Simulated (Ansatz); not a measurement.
The starting structures come from a database of crystals and need not be the phases stable at ambient conditions.

 Where the default PAW files enter, the runs use the earlier of Ansatz's two default sets.

The decay constant κ of evanescent states in the gap governs leakage through a thin film.

```
CELL_PARAMETERS angstrom
      4.89839     0.00000     0.00000
      2.44919     4.40770     0.00000
      2.44920     1.36093     4.01790
ATOMIC_POSITIONS crystal
  B  0.00997 0.32577 0.00997
  B  0.99003 0.67423 0.99003
  B  0.65429 0.32577 0.00997
  B  0.34571 0.67423 0.99003
  B  0.00997 0.32577 0.65429
  B  0.99003 0.67423 0.34571
  B  0.22056 0.92724 0.22056
  B  0.77944 0.07276 0.77944
  B  0.63164 0.92724 0.22056
  B  0.36836 0.07276 0.77944
  B  0.22056 0.92724 0.63164
  B  0.77944 0.07276 0.36836
```

Space group of this cell: R-3m. The cell is taken as given.

Transport runs along the normal of the first two printed cell vectors, the (101) plane of the conventional cell.

The gap is the functional's own. No spin-orbit coupling. Mid-gap values are interpolated on the energy grid.

Question: Estimate the band gap and the smallest decay constant κ at mid-gap that r2SCAN in Ansatz (a quantum-chemistry and plane-wave program) returns for this system.

Answer: Gap 1.63 eV on a 8×8×8 mesh; κ = 0.187 1/Å, at (0.000, 0.500) of the in-plane reciprocal vectors. At the zone centre, at the nearest computed energy, the slowest state has κ = 0.27 1/Å.
